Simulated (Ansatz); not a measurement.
Base system: ZrS2 in the CdI2 type structure (space group P-3m1, No. 164; a = 3.5781 Å, c = 5.5398 Å; layered, stacked along the Cartesian z axis).

Levels (all Ansatz, a first-principles code, PAW): PBEsol-D3(BJ) (420 eV, without spin-orbit coupling); HSE06 (420 eV, no spin-orbit coupling).

The geometry is relaxed with PBEsol-D3(BJ).

| Item | Value |
|---|---|
| PBEsol-D3(BJ) band gap | 0.29 eV |

With HSE06 at the same geometry, the band gap grows by 0.80 eV (0.29 eV → 1.09 eV).

Single points use the geometry relaxed with PBEsol-D3(BJ). HSE06 gaps are upper bounds (no full band path). Whether these cells are dynamically stable was not tested. The zero or small gap of ZrS2 can change with the level of theory.
